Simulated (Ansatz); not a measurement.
Results of r²SCAN (Ansatz, an electronic-structure program, plane waves, PAW) for As (model structure, started from the bcc type, Im-3m, No. 229, 1 atoms in the cell).

Numerical settings: plane-wave cutoff 560 eV, 22×22×22 k mesh, Fermi–Dirac smearing 0.05 eV, scalar-relativistic PAW data made under PBE.

Cell (relaxed at this level):

As is taken in the cubic space group Im-3m (No. 229), the bcc (W type) structure, Pearson symbol cI2. Cell: a = b = c = 3.351 Å, α = β = γ = 90.00°. As on 2a sees 8 As at 2.902 Å (cubic). (Neighbours: up to the widest gap in distance over summed covalent radii, below 1.35, at either atom.)
(The calculation used a cell of 1 atom; values per cell refer to that cell.)

**Question.** Estimate the bulk modulus B0 that the calculation returns.

**Answer.** 
- bulk modulus B0 = 89.2 GPa

The run finds no gap.

Note: the bulk modulus is −V dP/dV from two relaxed cells at ±2 % in volume; the relaxation could raise the start's symmetry but not lower it, so the cell can be a saddle point.

A model structure was made by putting elements into a prototype or built by hand; it is no filed structure, need not be a known phase, and can be a saddle point held by its symmetry.
